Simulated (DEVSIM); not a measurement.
System: abrupt Ge n-p junction, at 300 K.

Layer 1 from the left is Ge, thickness (μm) 17.0, Nd (cm⁻³) 1.2e17, τn (s) 8.8e-7, τp (s) 8.8e-7. Layer 2 from the left is Ge, thickness (μm) 83.0, Na (cm⁻³) 9.6e16, τn (s) 8.8e-7, τp (s) 8.8e-7.

Left contact: ohmic. Right contact: ohmic. Voltage is applied to the left contact. Recombination: SRH at mid-gap, radiative, Auger. Mobility is μmin + (μ − μmin)/(1 + (N/Nref)^α).

This is a model device: material constants are rounded textbook-type values typed into the input, and sizes, dopings and lifetimes were drawn at random. Values at 300 K.

Ge: gap (eV) 0.664, affinity (eV) 4, permittivity 16, Nc (cm⁻³) 1.04e19, Nv (cm⁻³) 6e18, μn (cm²/Vs) 3900, μp (cm²/Vs) 1900, μn,min 150, μp,min 100, Nref,n 2.6e17, Nref,p 4e17, αn 0.56, αp 0.6, B (cm³/s) 6.4e-14, Cn (cm⁶/s) 1e-31, Cp (cm⁶/s) 1e-31.

Q: Estimate by hand the built-in potential, the peak field at zero bias, and compare with a numerical solution.

A: 
- Built-in potential: ni = √(Nc Nv) exp(−Eg/2kT) = 2.09e13 cm⁻³ with Eg = 0.664 eV; Vbi = kT/q ln(Na Nd/ni²) = 0.442 V; numerical 0.442 V.
- Peak field at zero bias: depletion approximation: W = √(2εVbi/(qN)) = 0.121 μm with N = 5.33e16 cm⁻³; field = 2Vbi/W = 73000 V/cm; numerical 68600 V/cm (estimate above by 6.4 %).

DEVSIM, 1D drift-diffusion, Boltzmann statistics, complete ionisation; no tunnelling, impact ionisation, image-force lowering or self-heating.
